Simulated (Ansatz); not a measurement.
The starting structures come from a database of crystals and need not be the phases stable at ambient conditions.

 Where the default PAW files enter, the runs use the earlier of Ansatz's two default sets.

By LDA, the system below comes out a metal.

Data:

```
CELL_PARAMETERS angstrom
      4.85884     0.00000     0.00000
      0.00000     5.17545     0.00000
      0.00000     0.00000     4.85884
ATOMIC_POSITIONS crystal
  In 0.50000 0.49514 0.00000
  In 0.00000 0.50486 0.50000
  Bi 0.50000 0.00000 0.50000
  Bi 0.00000 0.00000 0.00000
```

Space group of this cell: P4/nmm. The cell is taken as given; by LDA its mean pressure is -3.8 GPa.

The current flows along the normal of the first two printed cell vectors, the (100) plane of the conventional cell. No spin-orbit coupling; the value is a mean over 0.1 eV about the Fermi level.

Q: Give the ballistic conductance per area that LDA in Ansatz (a first-principles code) yields.

A: 0.77 × 10¹⁵ S/m² for both spins.
